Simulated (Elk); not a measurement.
Band structure of CeO (Fm-3m, 2 atoms in the cell).

```yaml
crystal:
  lattice:
    - [0.00000, 2.48314, 2.48314]
    - [2.48314, 0.00000, 2.48314]
    - [2.48314, 2.48314, 0.00000]
  atoms:
    - { symbol: Ce, position: [0.00000, 0.00000, 0.00000] }
    - { symbol: O, position: [0.50000, 0.50000, 0.50000] }
```

Computed with LDA (PW92), all-electron FP-LAPW, Elk's shipped species files, default APW+lo basis (Elk).

Settings: stype = 0; swidth = 0.00367493 Ha; ngridk = 15 15 15; rmtscf = 0.96; maxscl = 100.

The starting cell comes from a database of computed structures (which also holds hypothetical and non-ambient phases and stackings), without a prior relaxation at this level. Spin-orbit coupling is off. Spin polarisation is off, so a magnetic state, if there is one, cannot be reached. The f electrons are in the valence without U or exact exchange, which can misplace them near the Fermi level. Spin-orbit terms, which matter for f shells, are left out. Values depend on the basis (sphere radii, cutoffs, local orbitals), which need not be converged.

Levels in eV from the Fermi level, bands 6 to 13:
```
point      6      7      8      9     10    11    12    13
-----  -----  -----  -----  -----  -----  ----  ----  ----
Γ      -4.79  -4.79  -4.79  -0.22   0.88  0.88  0.88  1.01
X      -4.32  -4.32  -3.76  -2.35   0.31  0.42  0.52  0.52
W      -5.95  -4.16  -4.16  -0.24  -0.24  0.44  0.44  0.68
K      -5.27  -5.10  -4.01  -0.93   0.28  0.30  0.49  0.56
L      -6.70  -6.16  -6.16   0.09   0.23  0.23  0.69  0.69
U      -5.27  -5.10  -4.01  -0.93   0.28  0.30  0.49  0.56
```

Bands cross the Fermi level along this path, so the cell is metallic at this level.
